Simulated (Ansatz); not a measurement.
**InP: pressure series**

The parent structure is InP in the zinc blende structure (space group F-43m, No. 216).

```
InP
1.0
    0.00000     2.97968     2.97968
    2.97968     0.00000     2.97968
    2.97968     2.97968     0.00000
P In
1 1
Direct
  0.25000   0.25000   0.25000
  0.00000   0.00000   0.00000
```

Cell and atoms are relaxed at each pressure.

Calculations: Ansatz (a first-principles code), PBE, PAW, cutoff 420 eV, without spin-orbit coupling.

| pressure (GPa) | band gap (eV) |
|---|---|
| -2 | 0.24 |
| -1 | 0.35 |
| 0 | 0.44 |
| 0.3 | 0.47 |
| 0.7 | 0.51 |
| 1.5 | 0.57 |
| 5 | ? |
| 7.5 | 0.99 |
| 10 | 1.12 |

Fit E_g = E₀ + αP + βP² to the rows shown and predict the withheld row.

Least squares on the printed values gives E₀ = 0.44 eV, α = 92.5 meV/GPa, β = -2.5 meV/GPa² (largest residual 0.01 eV); this predicts 0.84 eV, and the run gives 0.83 eV, in agreement.

Load acts through the strain it causes; cell and atoms are relaxed under it. Stability against distortions was not tested. Measured, InP leaves this structure (for rock salt) near 9.8 GPa (temperature not stated; as listed in Datta, Sujoy, Jana, Debnarayan, arXiv (2020)). The zero or small gap of InP under pressure −2 GPa can change with the level of theory.
